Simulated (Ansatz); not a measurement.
The reference is W in the fcc (Cu type) structure (space group Fm-3m, No. 225).

```xyz
1
Lattice="0.0000 1.9988 1.9988 1.9988 0.0000 1.9988 1.9988 1.9988 0.0000" Properties=species:S:1:pos:R:3 pbc="T T T"
W      0.0000     0.0000     0.0000
```

Cartesian axes are those of the cell as printed.

Level of theory: Kohn–Sham DFT with the PBEsol functional, run in Ansatz (an electronic-structure program) with PAW and 420 eV plane waves, no spin-orbit coupling.

Before the change:

The band gap comes out as zero.

One thing is altered: a free-standing slab of 4 layers (4 atoms, 1 a layer) is cut normal to [111], with 15 Å of vacuum and the in-plane cell held at bulk.

### Question
What does the calculation give for the change of the spacing d12 from its bulk value of 2.308 Å after the change?

### Answer
The change of the spacing d12 from its bulk value of 2.308 Å is +0.6 %.

### Question
What happens to the excess energy per area of both faces?

### Answer
The excess energy per area of both faces (slab less bulk energy over the cell's area: twice a surface energy) is 5.9 J/m² (uncertain by up to 0.09 J/m²).

### Question
What happens to the band gap?

### Answer
The band gap is still zero.

Slab and bulk use different k-meshes, which limits the precision of the excess energy. No phonon test of stability was made. All final runs are without spin polarisation. This is not the structure that W has at room temperature and ambient pressure.
